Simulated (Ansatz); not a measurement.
# Rb3AsF6, pressure series

The reference is Rb$_{3}$AsF$_{6}$ (space group Fm-3m, No. 225; a = 9.3163 Å; a cell from a computed database, its experimental status unchecked).

Cell and atoms are relaxed at each pressure.

Calculations: r2SCAN/PAW in Ansatz (a program for electronic structure), no spin-orbit coupling.

```tsv
P (GPa)	V (Å³/atom)
-2.02	21.676
-1.02	20.865
0.91	19.735
2.12	19.196
4.52	18.338
9.00	17.175
15.00	16.086
22.50	15.108
30.00	14.368
```

A third-order Birch–Murnaghan fit to these points gives V₀ = 20.23 Å³/atom, B₀ = 36 GPa and B₀′ = 5.2. At pressure 30 GPa the volume is 71.0 % of V₀.

Load acts through the strain it causes; cell and atoms are relaxed under it. No phonon test of stability was made. Competing high-pressure phases were not computed.
